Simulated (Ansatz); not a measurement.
Base system: SnTe in the rock salt structure (space group Fm-3m, No. 225; a = 6.370 Å).

Calculations: DFT with r2SCAN, PAW potentials and a 500 eV plane-wave cutoff in Ansatz (a program for electronic structure), without spin-orbit coupling.

Base values:

```
Item        Result
--------  --------
Pressure  0.0 kbar
```

The change: an isotropic linear strain of −3.07 %; the atoms relax in the strained cell.

Predict the new pressure and energy relative to the base.

The pressure goes from zero to 50.6 kbar; the energy increases by 42 meV/atom.

Stability against distortions was not tested.
